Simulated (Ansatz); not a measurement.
Functionals compared on the (211) surface of bcc Li in its 1x1 cell, outermost plane spacing 1.40 Å in the ideal cut, in Ansatz (plane waves, PAW). The structure was relaxed with PBE; the other rows are single points on it, each with its references at the same level. Cutoff 420 eV (500 eV for r2SCAN).

Slab: 8 atoms, 9.8 Å thick at the start (thin: gaps and levels are the slab's own); k 13x8x1, smearing 0.1 eV, dipole-corrected; all atoms relaxed; start symmetry kept, larger cells not searched; no spin, no spin-orbit, no U. These notes are the PBE run's.

| functional | surface energy (J/m²) | work function of the top face (eV) | rough cost of the single point |
|---|---|---|---|
| PBE | 0.53 | 3.02 | – |
| LDA | 0.57 | 3.11 | around 27 core-seconds (rough) |
| PBEsol | ___ | ___ | around 26 core-seconds (rough) |
| RPBE | 0.50 | 2.97 | about 29 core-seconds (a rough figure) |
| r2SCAN | 0.55 | 3.00 | very roughly 50 core-seconds |

Task: Complete the blanks.

Result: 
- PBEsol, surface energy (J/m²): 0.56
- PBEsol, work function of the top face (eV): 3.05

Ansatz is a program for electronic structure.
